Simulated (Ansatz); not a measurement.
Amorphous Si₄₀O₂₀

It comes from a melt-quench run on a machine-learned potential (CHGNet), relaxed afterwards by DFT. O atoms were pushed apart under 1.9 Å during the dynamics, to hinder bonds among them. The hot cell started wider than the set density and was brought back towards it in steps. It is the lowest in DFT energy of 2 quenches. It is a model cell: composition and starting density were chosen by hand, and all elements were melted together. No dispersion term was used.

Methods: PBE, scalar-relativistic without spin-orbit coupling (Ansatz, a program for electronic structure); r2SCAN, scalar-relativistic without spin-orbit coupling (Ansatz). Geometry, pressure, stress and energy are those of the PBE run. Its sampling: a 2×2×2 Γ-centred mesh; Fermi-Dirac width 0.02 eV; no spin polarisation. Other functionals are single points at the zone centre (r2SCAN at 500 eV), free to take moments where seeds were set. The usual formal charges leave 120 electrons over, so the level spacing at the Fermi energy parts defect or band states and needn't be the band gap. So small a spacing is near the smearing width and the bands' dispersion over the mesh, so it is a value of this cell and mesh.

```json
{
 "number_of_atoms_in_the_cell": "60",
 "Density (volume relaxed, without dispersion)": "2.29 g/cm³",
 "volume_per_atom": "118.0 bohr³",
 "Pressure on a 2×2×2 Γ-centred mesh": "0.6 kbar",
 "Largest force and stress component on that mesh (the relaxation ran on the zone centre alone)": "0.36 eV/Å and 0.2 GPa",
 "Energy relative to alpha cristobalite + silicon (lowest mix at this level among the phases computed, not always the ambient ones)": "0.388 eV/atom",
 "Level spacing at the Fermi energy on a 2×2×2 Γ-centred mesh (PBE)": "0.09 eV",
 "Level spacing at the Fermi energy at the zone centre (PBE)": "0.73 eV",
 "Level spacing at the Fermi energy at the zone centre (r2SCAN)": "0.80 eV"
}
```

Cut-offs for bonds: Si-Si 2.60 Å, Si-O 1.92 Å, O-O 1.58 Å. Two cations that share two anions don't count as bonded, nor two that share one unless they lie closer than Si-Si 2.38 Å.

The mean coordination of Si by anions comes out as 1.00 (21 with 0, 7 with 1, 5 with 2, 5 with 3, 2 with 4); 116 close contacts or bonds to cations besides and the mean coordination of O is 2.00 (20 with 2). The mean Si-Si bond is 2.388 Å (spread 0.071 Å, 58 counted) and the mean Si-O bond is 1.660 Å (spread 0.025 Å, 40 counted).

Its density started from a set value of 2.20 g/cm³. The quench (nominally 150 K/ps over its main leg) was far faster than any real one, so the model tends to hold more defects than a real film. Values belong to this one cell and scatter from quench to quench. Volume and shape were free in the relaxation. On a 2×2×2 Γ-centred mesh force components of up to 0.36 eV/Å stay, since the relaxation ran on the zone centre alone.
